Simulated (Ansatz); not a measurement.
Defect migration in monoclinic ZrO2 strained by -1.5 % along x and y, z held: interstitial O, charge state -2. The step: several atoms move together, O the farthest; the atom moves 1.08 Å along (-0.09, -0.13, -0.14) of the unit cell; the moving atom starts with neighbours O at 2.39, O at 2.41, O at 2.54, O at 2.64, O at 2.65, O at 2.66; Zr at 2.10, 2 Zr at 2.17, Zr at 2.63 Å and ends with O at 2.39, O at 2.42, O at 2.53, O at 2.59, O at 2.62; Zr at 2.07, Zr at 2.11, Zr at 2.22 Å. DFT values are from Ansatz (plane-wave PAW, 420 eV unless said) in a cell of 96 host sites, spin-restricted, static, with no finite-size correction. The charge state is imposed; whether it is stable for some Fermi level was not computed. Sites that were not tried may lie lower. For the PBE band: the saddle point's order was not checked.

| Level | Forward barrier (eV) | Cost of the band or of the saddle's single point |
|---|---|---|
| CHGNet universal potential (has no charge state), its own band | 0.14 | - |
| PBE, the Γ point alone, band relaxed | 0.19 | roughly 9 core-minutes |
| PBE, a 2×2×2 k-point mesh shifted by half a step, same geometries | 0.19 | roughly 3 core-minutes |

Ansatz is a program for electronic structure.
